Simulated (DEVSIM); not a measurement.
Structure: illuminated Si n-on-p cell, one wavelength, at 300 K.

| layer (left to right) | material | thickness (μm) | Nd (cm⁻³) | Na (cm⁻³) | τn (s) | τp (s) | absorption coefficient (cm⁻¹) |
|---|---|---|---|---|---|---|---|
| 1 | Si | 0.160 | 5.4e17 | - | 6.3e-9 | 4.2e-8 | 990 |
| 2 | Si | 130 | - | 1.8e16 | 1.5e-7 | 1.5e-7 | 990 |

Left contact: ohmic, minority hole recombination velocity 400 cm/s. Right contact: ohmic, minority electron recombination velocity 100 cm/s. Voltage is applied to the left contact. Recombination: SRH at mid-gap, radiative, Auger. Light enters at the left, 8.2e16 photons cm⁻² s⁻¹, one pass, no reflection. Mobility is μmin + (μ − μmin)/(1 + (N/Nref)^α).

The device is made up for the run: typed textbook-type constants, with dimensions and the other settings drawn at random. Values at 300 K.

```csv
parameter,Si
gap (eV),1.124
affinity (eV),4.05
permittivity,11.7
Nc (cm⁻³),2.86e19
Nv (cm⁻³),3.1e19
μn (cm²/Vs),1417
μp (cm²/Vs),470
"μn,min",52
"μp,min",45
"Nref,n",9.7e16
"Nref,p",2.2e17
αn,0.68
αp,0.72
B (cm³/s),4.7e-15
Cn (cm⁶/s),2.8e-31
Cp (cm⁶/s),9.9e-32
```

Model (solved in DEVSIM): 1D drift-diffusion, Boltzmann statistics, complete ionisation; no tunnelling, impact ionisation, image-force lowering or self-heating.

The photon flux was swept, all else fixed.

| photon flux (cm^-2 s^-1) | largest power (mW/cm²) | short-circuit current (mA/cm²) | fill factor | open-circuit voltage (V) |
|---|---|---|---|---|
| 2.5e15 | 0.0868 | 0.274 | 0.75 | 0.426 |
| 8.2e15 | 0.317 | 0.897 | 0.77 | 0.460 |
| 2.5e16 | 1.06 | 2.74 | 0.79 | 0.490 |
| 8.2e16 | 3.74 | 8.97 | 0.80 | 0.522 |
| 2.5e17 | 12.2 | 27.4 | 0.81 | 0.551 |
| 8.2e17 | 42.7 | 89.8 | 0.82 | 0.583 |
| 2.5e18 | 137 | 274 | 0.82 | 0.612 |

From the first row to the last the largest power goes from 0.0868 to 137. From the first row to the last the short-circuit current goes from 0.274 to 274.
